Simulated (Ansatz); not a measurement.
**GaAs, element substitutions**

Base system: GaAs in the zinc blende structure (space group F-43m, No. 216; a = 5.659 Å).

Each row replaces one element on all its sites; cell and atoms are relaxed.

Level of theory: Kohn–Sham DFT with the PBEsol functional, run in Ansatz (a quantum-chemistry and plane-wave program) with PAW and 420 eV plane waves, without spin-orbit coupling.

Candidates:
(a) Ga → In
(b) As → Hg
(c) As → Bi

For the base:

The lattice parameter a is 5.659 Å.

Task: Order them by lattice parameter a, highest first.

Result: (c) As → Bi (6.332 Å), (a) Ga → In (6.087 Å), (b) As → Hg (6.070 Å)

No phonon test of stability was made. As relaxed here, GaHg is a hypothetical phase, not in the database extracts checked. For GaBi in this form, whether it has been made was not checked. The final runs are not spin-polarised.
